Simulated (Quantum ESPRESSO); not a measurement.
A self-consistent single point of Al (Fm-3m, 1 atom in the cell) with Quantum ESPRESSO.

Method: PBE, PSlibrary ultrasoft (PBE) pseudopotentials (plane waves; Quantum ESPRESSO).

The change in words: lattice scaled by 0.98. Reference geometry:
```yaml
crystal:
  lattice:
    - [0.00000, 2.01522, 2.01522]
    - [2.01522, 0.00000, 2.01522]
    - [2.01522, 2.01522, 0.00000]
  atoms:
    - { symbol: Al, position: [0.00000, 0.00000, 0.00000] }
```

Reference input (self-consistent single point, DFT, PBE, plane waves, PSlibrary ultrasoft (PBE) pseudopotentials): ecutwfc = 35 Ry; ecutrho = 210 Ry; occupations = smearing; smearing = fermi-dirac; degauss = 0.0073499 Ry; potentials = {Al: Al.pbe-n-rrkjus_psl.1.0.0.UPF}; K_POINTS = automatic 10 10 10 0 0 0; conv_thr = 1e-10 Ry; mixing_beta = 0.7. This run's input differs from it in these lines:

```diff
@@ -30,5 +30,5 @@
 CELL_PARAMETERS {bohr}
-   0.0000000000     3.8082214398     3.8082214398
-   3.8082214398     0.0000000000     3.8082214398
-   3.8082214398     3.8082214398     0.0000000000
+   0.0000000000     3.7320579181     3.7320579181
+   3.7320579181     0.0000000000     3.7320579181
+   3.7320579181     3.7320579181     0.0000000000
```

Output, abridged:

```
     Self-consistent Calculation

     iteration #  1     ecut=    35.00 Ry     beta= 0.70

---- Real-time Memory Report at c_bands before calling an iterative solver
            59 MiB given to the printing process from OS
            10 MiB allocation reported by mallinfo(arena+hblkhd)
------------------

     Threshold (ethr) on eigenvalues was too large:
     Diagonalizing with lowered threshold

---- Real-time Memory Report at c_bands before calling an iterative solver
            62 MiB given to the printing process from OS
            25 MiB allocation reported by mallinfo(arena+hblkhd)
------------------

   [... lines left out ...]

---- Real-time Memory Report at c_bands before calling an iterative solver
            63 MiB given to the printing process from OS
            26 MiB allocation reported by mallinfo(arena+hblkhd)
------------------

     total energy              =      -5.03774304 Ry
     estimated scf accuracy    <          4.6E-09 Ry

     iteration #  5     ecut=    35.00 Ry     beta= 0.70

---- Real-time Memory Report at c_bands before calling an iterative solver
            63 MiB given to the printing process from OS
            26 MiB allocation reported by mallinfo(arena+hblkhd)
------------------
     End of self-consistent calculation

     the Fermi energy is     8.7288 ev

!    total energy              =      -5.03774304 Ry
     estimated scf accuracy    <          2.4E-11 Ry
     smearing contrib. (-TS)   =      -0.00134682 Ry
     internal energy E=F+TS    =      -5.03639622 Ry

     convergence has been achieved in   5 iterations

     Forces acting on atoms (cartesian axes, Ry/au):

     atom    1 type  1   force =     0.00000000    0.00000000    0.00000000

     Total force =     0.000000     Total SCF correction =     0.000000

          total   stress  (Ry/bohr**3)                   (kbar)     P=       58.82
   0.00039982   0.00000000  -0.00000000           58.82        0.00       -0.00
   0.00000000   0.00039982   0.00000000            0.00       58.82        0.00
   0.00000000   0.00000000   0.00039982            0.00        0.00       58.82

   JOB DONE.
```

The run converged in 5 iterations. Against the reference run the free energy rises by 18.4 meV/atom and the pressure goes from 0.51 to 5.88 GPa.

The starting cell comes from a database of computed structures (which also holds hypothetical and non-ambient phases and stackings), without a prior relaxation at this level. Its lattice was rescaled by a random factor within 2.5 % of one. For this run, on top of that: lattice scaled by 0.98. With a pressure of about 6 GPa the cell is away from its equilibrium volume at this level.
